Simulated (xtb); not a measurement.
xtb 6.7.1, GFN2-xTB: Nb(NH)(OH)2(OiPr) (CC(C)[O][Nb](=[NH])([OH])[OH]), 18 atoms. The geometry is a generated start, not checked to be a minimum at this level.

```json
{
  "method": "GFN2-xTB",
  "--acc": "1 (default)",
  "--etemp (K)": "300 (default)",
  "detailed input (--input)": "none: ANC optimiser, Lindh (1995) Hessian, microcycle=20, maxdispl=1.0, hlow=0.01 (default)",
  "basis_functions": "48",
  "valence_electrons": "50"
}
```

```xyz
18

Nb    -1.7620     0.5424     0.0630
N     -2.4371    -0.8461    -0.8107
H     -2.8006    -1.6766    -1.2721
O     -2.8286     0.7546     1.5893
H     -3.6295     0.4488     2.0176
O     -1.7706     1.9659    -1.1288
H     -1.9836     2.3741    -1.9686
O     -0.0911     0.1373     0.6380
C      1.1547    -0.4680     0.5622
C      2.2464     0.5934     0.7415
C      1.2776    -1.1728    -0.7932
H      1.2329    -1.2150     1.3733
H      2.1529     1.3408    -0.0466
H      3.2335     0.1413     0.6926
H      2.1300     1.0853     1.7058
H      0.4609    -1.8916    -0.8937
H      1.1827    -0.4274    -1.5865
H      2.2316    -1.6863    -0.8831
```

Charge 0 and multiplicity 1 are set for this test and not shown to be the ground state.

The structure is relaxed from this start with --opt LEVEL for the levels crude, sloppy, loose, lax, normal, tight, vtight, extreme, once each. Up to the end of the extreme run atoms move by at most 3.0 Å along an axis.

### Question
What is the loosest level that ends within 5 meV of the extreme run, and how many cycles does it take?

### Answer
normal: 104 cycles against 143, ending 1.2 meV above.

```csv
level,cycles,energy above the extreme run (meV),gradient norm (eV/Å)
crude,1,96,0.21
sloppy,1,96,0.21
loose,1,96,0.21
lax,7,90,0.11
normal,104,1.2,0.038
tight,110,0.89,0.046
vtight,141,under 0.01,0.0031
extreme,143,—,0.0024
```
